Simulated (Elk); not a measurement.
```
CELL_PARAMETERS angstrom
      4.48040     2.24020     2.24020
      2.24020     4.48040     2.24020
      2.24020     2.24020     4.48040
ATOMIC_POSITIONS crystal
  Mn 0.00000 0.00000 0.00000
  Mn 0.50000 0.50000 0.50000
  O  0.25000 0.25000 0.25000
  O  0.75000 0.75000 0.75000
```
Moments meant for the start (each program seeds them in its own way; μB, in the order of the atoms Mn Mn O O): 5.0 -5.0 0.0 0.0.

Method of the run: PBEsol, all-electron FP-LAPW, Elk's shipped species files, APW+lo basis with extra local orbitals (Elk).

The set-up and first iterations of an Elk log for MnO (Fm-3m, 4 atoms in the cell):

```
│ Elk code version 10.2.4 │

All units are atomic (Hartree, Bohr, etc.)

│ Ground-state run starting from atomic densities │

Lattice vectors :
   8.466736487       4.233368244       4.233368244
   4.233368244       8.466736487       4.233368244
   4.233368244       4.233368244       8.466736487

Unit cell volume      :    303.4716557
Brillouin zone volume :   0.8173752270

Muffin-tin inner radius fraction :   0.1000000000E-01

Nuclei treated as point charges

Species :    1 (Mn)
 parameters loaded from : Mn.in
 name : manganese
 nuclear charge    :   -25.00000000
 electronic charge :    25.00000000
 atomic mass :    100145.9369
 muffin-tin radius :    2.390496139
 number of radial points in muffin-tin :    999
 atomic positions (lattice), magnetic fields (Cartesian) :
   1 :   0.00000000  0.00000000  0.00000000    0.00000000  0.00000000 -2.50000000
   2 :   0.50000000  0.50000000  0.50000000    0.00000000  0.00000000  2.50000000

   [... lines left out ...]
 using average radius
Maximum |G+k| for APW functions       :    3.585627449
Maximum (1/2)|G+k|²                   :    6.428362100
Maximum |G| for potential and density :    18.00000000
 potential will be trimmed for |G| > 2 gkmax
Constant for pseudocharge density :   11
Radial integration step length :    2

G-vector grid sizes :     60    60    60
Number of G-vectors :    29997

Maximum angular momentum used for
 APW functions                      :   10
 outer part of muffin-tin           :    8
 inner part of muffin-tin           :    4

Total nuclear charge    :   -66.00000000
Total core charge       :    24.00000000
Total valence charge    :    42.00000000
Total excess charge     :    0.000000000
Total electronic charge :    66.00000000

Effective Wigner radius, rₛ :    1.031561670

Number of empty states         :   48
Total number of valence states :  138
Total number of core states    :   24

Conduction state local-orbitals added automatically
Total number of local-orbitals :  426

Exchange-correlation functional :     22     0     0
 PBEsol, Phys. Rev. Lett. 100, 136406 (2008)
 gradient requirement :    1
 generalised gradient approximation (GGA)

Smearing type :    3
 Fermi-Dirac
Smearing width :   0.1837470000E-02
Effective electronic temperature (K) :    580.2271348

Mixing type :    3
 Broyden mixing, J. Phys. A: Math. Gen. 17, L317 (1984)

Kohn-Sham potential initialised from atomic data
│ Self-consistent loop started │
│ Loop number : 1 │
 total energy                :     -2475.49127770
 total moment                :  -0.3122661318E-15
│ Loop number : 2 │
 total energy                :     -2475.72975724
 total moment                :  -0.1685407054E-15
RMS change in Kohn-Sham potential (target) :    3.927752612     (  0.1000000000E-05)
Absolute change in total energy (target)   :   0.2384795412     (  0.1000000000E-03)
│ Loop number : 3 │
 total energy                :     -2462.72874185
 total moment                :  -0.1161784677E-15
RMS change in Kohn-Sham potential (target) :    2.560140455     (  0.1000000000E-05)
Absolute change in total energy (target)   :    12.94139550     (  0.1000000000E-03)
│ Loop number : 4 │
 total energy                :     -2473.89033339
 total moment                :   0.2491354735E-15
RMS change in Kohn-Sham potential (target) :   0.9164723099     (  0.1000000000E-05)
Absolute change in total energy (target)   :    7.926242657     (  0.1000000000E-03)
│ Loop number : 5 │
 total energy                :     -2462.01377752
 total moment                :   0.2971268081E-15
RMS change in Kohn-Sham potential (target) :   0.3352604028     (  0.1000000000E-05)
Absolute change in total energy (target)   :    9.894995198     (  0.1000000000E-03)
│ Loop number : 6 │
 total energy                :     -2466.74214148
 total moment                :   0.2713712851E-15
   [... lines left out ...]
```

Q: How does the run end?

A: The run converged in 28 iterations. Its thresholds were met; that alone does not show that basis and mesh suffice. It ends on: free energy E − TS -67081.0103 eV; top of the valence band (on the code's own zero) 6.54 eV; gap on the k-point mesh 0.75 eV; size of the cell's spin moment 0.00 μB; site moments (μB, in the program's spheres or projections) Mn -4.37, Mn 4.37, O 0.00, O 0.00. The log goes on:

```
│ Loop number : 19 │
 total energy                :     -2465.18161026
 total moment                :   0.2280033053E-15
   [... lines left out ...]
Absolute change in total energy (target)   :   0.2300149890E-04 (  0.1000000000E-03)
│ Loop number : 26 │
 total energy                :     -2465.18163960
 total moment                :   0.2259183297E-15
RMS change in Kohn-Sham potential (target) :   0.1287869023E-05 (  0.1000000000E-05)
Absolute change in total energy (target)   :   0.2246518216E-04 (  0.1000000000E-03)
│ Loop number : 27 │
 total energy                :     -2465.18167780
 total moment                :   0.2503296417E-15
RMS change in Kohn-Sham potential (target) :   0.2288489215E-06 (  0.1000000000E-05)
Absolute change in total energy (target)   :   0.3258406559E-04 (  0.1000000000E-03)
Convergence targets achieved

│ Loop number : 28 │

Energies :
 Fermi                       :     0.256773003824
 xc effective B-field        :    -0.724038238974
 external B-field            :      0.00000000000
 total energy                :     -2465.18166095
 (external B-field energy excluded from total)

Density of states at Fermi energy :   0.4426798412E-01
 (states/Hartree/unit cell)

Estimated indirect band gap :   0.2751188335E-01
 from k-point     18 to k-point      1
Estimated direct band gap   :   0.4928017038E-01
 at k-point      1

Charges :
 core                        :    24.00000000
 valence                     :    42.00000000
 interstitial                :    3.627072808
 muffin-tins (core leakage)
  species :    1 (Mn)
   atom    1                 :    23.56049915     (  0.4565237077E-12)
   atom    2                 :    23.56049915     (  0.4565237077E-12)
  species :    2 (O)
   [... lines left out ...]
 total moment                :   0.2151476487E-15
   [... lines left out ...]
   IBS                       :     0.00000000    0.00000000    0.00000000
   total force               :    -0.00000000    0.00000000    0.00000000
   total magnitude           :     0.00000000
  atom :    2
   Hellmann-Feynman          :    -0.00000000    0.00000000   -0.00000000
   IBS                       :     0.00000000   -0.00000000    0.00000000
   total force               :    -0.00000000   -0.00000000   -0.00000000
   total magnitude           :     0.00000000
```

For comparison: a first run (DFT, PBE, all-electron FP-LAPW, Elk's shipped species files, APW+lo basis with extra local orbitals) was changed to give this one (xctype: 20 → 22), and from it to this one the gap on the mesh goes from 0.871 to 0.749 eV.

The starting cell has typed, rounded lattice constants, without a prior relaxation at this level. Its lattice was rescaled by a random factor within 2.5 % of one. The magnetic order is the one reached from the typed start; others were not searched systematically. Values depend on the basis (sphere radii, cutoffs, local orbitals), which need not be converged.

The run was DFT, PBEsol, all-electron FP-LAPW, Elk's shipped species files, APW+lo basis with extra local orbitals. Main settings of its input:

| key | value |
|---|---|
| xctype | 22 |
| spinpol | true |
| rgkmax | 7.5 |
| stype | 3 |
| swidth | 0.00183747 Ha |
| ngridk | 5 5 5 |
| reducebf | 0.7 |
| tforce | true |
| gmaxvr | 18 1/bohr |
| lmaxapw | 10 |
| lmaxo | 8 |
| nxlo | 2 |
